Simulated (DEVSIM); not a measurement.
System: W/Al2O3/p-In0.53Ga0.47As capacitor, at 300 K.

```csv
layer (left to right),material,thickness (nm),Na (cm⁻³)
1,Al2O3,19.0,-
2,In0.53Ga0.47As,14000,8e13
```

Metal gate on the left, work function 4.6 eV. Fixed charge at the semiconductor interface -4.3e10 cm⁻² (in units of +e); no interface traps.

Constants are typed, rounded textbook-type inputs, not results; the design itself was drawn at random and stands for no fabricated device. Values at 300 K.

| parameter | Al2O3 | In0.53Ga0.47As |
|---|---|---|
| gap (eV) | 6.8 | 0.74 |
| affinity (eV) | 1.35 | 4.51 |
| permittivity | 9 | 13.9 |
| Nc (cm⁻³) | - | 2.1e17 |
| Nv (cm⁻³) | - | 7.7e18 |

Simulated with DEVSIM: 1D Poisson equation in equilibrium, Boltzmann statistics, complete ionisation; no quantum confinement or tunnelling. Metal contacts follow the ideal Schottky-Mott rule: no Fermi-level pinning, no interface dipoles.

Task: Tabulate band edges, carrier densities and field at -1.15 V on the gate.

Result: Energies count from the Fermi level of the right contact; mesh points crowd at the junctions.

```
x (μm)    Ec (eV)  Ev (eV)  n (cm⁻³)  p (cm⁻³)  field (V/cm)
--------  -------  -------  --------  --------  ------------
0.000       4.400   -2.400     < 1e2     < 1e2       -270000
0.001812    4.351   -2.449     < 1e2     < 1e2       -270000
0.005881    4.241   -2.559     < 1e2     < 1e2       -270000
0.01339     4.039   -2.761     < 1e2     < 1e2       -270000
0.01808     3.912   -2.888     < 1e2     < 1e2       -270000
0.01947     0.720   -0.020    170000    3.5e18       -150000
0.02219     0.689   -0.051    560000    1.1e18        -85000
0.03362     0.634   -0.106   4600000    1.3e17        -30000
0.05860     0.589   -0.151     2.7e7    2.2e16        -12000
0.1268      0.540   -0.200     1.8e8    3.4e15         -4500
0.2992      0.496   -0.244     9.9e8    6.0e14         -1600
1.038       0.452   -0.288     5.3e9    1.1e14          -190
2.744       0.444   -0.296     7.4e9    8.1e13           ≈ 0
7.019       0.443   -0.297     7.5e9    8.0e13           ≈ 0
12.09       0.443   -0.297     7.5e9    8.0e13           ≈ 0
13.30       0.443   -0.297     7.5e9    8.0e13           ≈ 0
13.74       0.443   -0.297     7.5e9    8.0e13           ≈ 0
13.91       0.443   -0.297     7.5e9    8.0e13           ≈ 0
13.99       0.443   -0.297     7.5e9    8.0e13           ≈ 0
14.01       0.443   -0.297     7.5e9    8.0e13           ≈ 0
14.02       0.443   -0.297     7.5e9    8.0e13           ≈ 0
14.02       0.443   -0.297     7.5e9    8.0e13           ≈ 0
```
